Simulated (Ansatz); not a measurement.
**Re: pressure 9 GPa**

Start from Re in the hcp (Mg type) structure (space group P6_3/mmc, No. 194; a = 2.751 Å, c = 4.441 Å).

It is then changed as follows: a hydrostatic pressure of 9 GPa.

Level of theory: PBEsol/PAW in Ansatz (an electronic-structure program), no spin-orbit coupling. Γ-centred 19×19×11 mesh, Fermi–Dirac width 0.05 eV.

Volume per atom: 14.24 Å³ (base 14.55 Å³)
Density: 21.72 g/cm³ (base 21.25 g/cm³)
Lattice parameter a: 2.731 Å (base 2.751 Å)
c/a ratio: 1.615 (base 1.615)
Shortest interatomic distance: 2.710 Å (base 2.730 Å)
Enthalpy H = E + PV relative to the base's energy: +0.81 eV/atom
Band gap: zero (base zero)

Load acts through the strain it causes; cell and atoms are relaxed under it. No phonon test of stability was made. Competing high-pressure phases were not computed. The final runs are not spin-polarised.
